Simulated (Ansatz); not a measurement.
System: BAs (model structure, started from the BeO type, P4₂/mnm, No. 136, 8 atoms in the cell). Method: r²SCAN (Ansatz, a program for electronic structure, PAW).

Settings: plane-wave cutoff 560 eV, 6×6×10 k mesh (along the axes of the cell as run), Fermi–Dirac smearing 0.01 eV, scalar-relativistic PAW data made under PBE.

Cell (relaxed with PBEsol):

```xyz
8
Lattice="5.8373 0.0000 0.0000 0.0000 5.8373 0.0000 0.0000 0.0000 3.3618" Properties=species:S:1:pos:R:3 pbc="T T T"
B      1.8837     3.9536     0.0000
B      3.9536     1.8837     0.0000
B      4.8023     4.8023     1.6809
B      1.0350     1.0350     1.6809
As     1.8587     1.8587     0.0000
As     3.9786     3.9786     0.0000
As     1.0599     4.7773     1.6809
As     4.7773     1.0599     1.6809
```

Problem. Give the computed band gap and smallest direct gap on the k points sampled.

Solution. 
* **band gap**: 0.86 eV (indirect)
* **smallest direct gap on the k points sampled**: 1.34 eV

Note: the relaxation could raise the start's symmetry but not lower it, so the cell can be a saddle point; cell and atoms aren't relaxed at this level (pressure 1.3 GPa).

Spin–orbit coupling is not included.

A model structure was made by putting elements into a prototype or built by hand; it is no filed structure, need not be a known phase, and can be a saddle point held by its symmetry.
